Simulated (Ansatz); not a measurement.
## Na2S: energy against volume

Na2S (antifluorite, Fm-3m, 22.900 Å³/atom and stress up to 0.01 GPa in the relaxed cell, cube axes along x, y and z) under hydrostatic pressure, with the cell free. PBEsol in Ansatz, a plane-wave DFT program (PAW, default set), 420 eV, 9×9×9 Γ-centred mesh, Fermi-Dirac smearing 0.05 eV; ions are relaxed, or left where forces stay under 0.02 eV/Å, within the symmetry of each cell.

Here V stands for volume and E for E less E0.

| volume (Å³/atom) | E less E0 (meV/atom) | pressure (GPa) |
|---|---|---|
| 24.8276 | 12.89 | -2.00 |
| 23.7428 | 2.65 | -0.98 |
| 22.9002 | 0.00 | 0.01 |
| 22.6760 | 0.21 | 0.30 |
| 22.3904 | 1.10 | 0.70 |
| 21.8690 | 4.67 | 1.51 |
| 21.0376 | ? | ? |

Fit E of the 6 rows that show it with the third-order Birch-Murnaghan form, a cubic in V^(-2/3). With u = V^(-2/3) - 0.124, the rows have u = -0.006498, -0.002946, 0.000005, 0.000821, 0.001881, 0.003874. Least squares gives E = -0.002 + 5.2·u + 308516·u² + 368730·u³. Residuals (row less fit): 0.000, -0.001, 0.002, 0.000, -0.002, 0.000; standard error 0.002 (degrees of freedom: 2). Its minimum lies at u = -0.000008, so V0 = (0.123992)^(-3/2) = 22.90. There d²E/du² = 617000 and d³E/du³ = 2212000, so B0 = (4/9) × 22.90^(-7/3) × 617000 × 0.160218 = 29.5 GPa (the last factor turns the table's units into GPa), and B0' = 4 + (2/3) × 0.123992 × (2212000)/617000 = 4.3. B0' rests on the cubic coefficient alone and has a standard error of 0.1 from these residuals.

**Question.** What does the fit predict for E at V = 21.0376, and how far is the calculated value from it?

**Answer.** u = 0.007221, so E = -0.002 + 5.2 × 0.007221 + 308516 × 0.007221² + 368730 × 0.007221³ = 16.261 meV/atom. The calculation gives 16.26 meV/atom, which the fit meets to the printed digits. The row lies outside the fitted rows, so this is an extrapolation. The scatter of the fitted rows lies at the last printed digit.

Other structures, which can take over under pressure, weren't tried. The same form fitted to the pressure column gives B0' = 4.3; series where the two differ by over 0.4 aren't shown. Rows are the converged runs of the series near zero and its far end, less any whose ions stayed unrelaxed beside relaxed ones; series whose fitted rows scatter by over a few per cent of the range, as at a crossing or softening among them, aren't shown in this form.
